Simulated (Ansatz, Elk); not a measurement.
An Ansatz (an electronic-structure program) input for a self-consistent single point of Si₂Ni (Fm-3m, 3 atoms in the cell) (DFT, LDA (PW92), plane waves, default PAW files made with PBE):

Ansatz 0.2 input:
```yaml
crystal:
  lattice:
    - [0.000000, 2.693155, 2.693155]
    - [2.693155, 0.000000, 2.693155]
    - [2.693155, 2.693155, 0.000000]
  atoms:
    - { symbol: Si, position: [0.250000, 0.250000, 0.250000] }
    - { symbol: Si, position: [0.750000, 0.750000, 0.750000] }
    - { symbol: Ni, position: [0.000000, 0.000000, 0.000000] }
kpoints:
  mp_grid: { grid: [9, 9, 9] }
hamiltonian:
  xc: lda
  pseudopotentials: { kind: paw }
scf:
  occupations: { method: gaussian, width: 0.0073 Ry }
output:
  forces: true
  eigenvalues: true
  stress: true
```

Task: Give the Elk input for the same structure, mesh, smearing and functional.

Result: This is the input that was run; spellings and numerical settings could be chosen otherwise.

```
tasks
  0

xctype
  3

tforce
  .true.

rgkmax
  7.5

gmaxvr
  18.0

lmaxapw
  10

lmaxo
  8

nxlo
  2

lorbcnd
  .true.

lradstp
  2

nrmtscf
  2.0

rmtscf
  0.9

lmaxi
  4

stype
  0

swidth
  0.00367493

scale
  1.889726125

avec
    0.0000000000    2.6931550000    2.6931550000
    2.6931550000    0.0000000000    2.6931550000
    2.6931550000    2.6931550000    0.0000000000

sppath
  './'

atoms
  2   : nspecies
  'Si.in'   : spfname
  2   : natoms; atposl, bfcmt below
  0.2500000000  0.2500000000  0.2500000000    0.0 0.0 0.0
  0.7500000000  0.7500000000  0.7500000000    0.0 0.0 0.0
  'Ni.in'   : spfname
  1   : natoms; atposl, bfcmt below
  0.0000000000  0.0000000000  0.0000000000    0.0 0.0 0.0

ngridk
  9 9 9
```

Basis settings and potentials, where a program has them, do not carry over. This input uses DFT, LDA (PW92), all-electron FP-LAPW, Elk's shipped species files, APW+lo basis with extra local orbitals. LDA parametrisations can differ slightly between programs. The width in Ry is rounded to four decimals.

The starting cell comes from a database of computed structures (which also holds hypothetical and non-ambient phases and stackings), without a prior relaxation at this level.
